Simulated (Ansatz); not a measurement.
**SiGe (model structure, started from the NiAs type, P6₃/mmc, No. 194, 4 atoms in the cell): properties by level of theory**

```tsv
level (code)	lattice parameter a (Å)	c axis length (Å)	cohesive energy (eV/atom)
LDA (Ansatz)	3.522	6.412	4.61
PBE (Ansatz)	3.611	6.471	3.75
r²SCAN+rVV10 (Ansatz)	3.642	6.221	[?]
```

### Question
What belongs in the gaps?

### Answer

- r²SCAN+rVV10 (Ansatz, a program for electronic structure), cohesive energy (eV/atom): 3.95

Ansatz's density-functional and Hartree–Fock values are scalar-relativistic unless marked +SOC, with PAW data made under PBE.

The computed numbers hold no vibrational or temperature effects.

A model structure was made by putting elements into a prototype or built by hand; it is no filed structure, need not be a known phase, and can be a saddle point held by its symmetry.
